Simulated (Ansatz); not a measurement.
Base system: Mg₂Sn (space group Fm-3m, No. 225; a = 6.664 Å; relaxed with 0.1 eV smearing). Axes: x, y, z lie along the cube axes.

Calculations: Ansatz (a first-principles code) LDA, scalar-relativistic without spin-orbit coupling.

Perturbation: the cell is stretched by 2.50 % along z with no lateral relaxation, atoms relaxed at fixed cell.

Q: Predict the stress tensor and what it implies for the stiffness.

A: Stress of the strained cell less that of the base (GPa, compression positive):
```
   -0.7     0.0     0.0
    0.0    -0.7     0.0
    0.0     0.0    -1.9
```

Then −Δσ_ii/ε with ε = 0.0250 gives secant stiffness values (nonlinear terms included at this strain): C33 ≈ 76 GPa, C13 ≈ 27 GPa and C23 ≈ 27 GPa.

Whether these cells are dynamically stable was not tested.
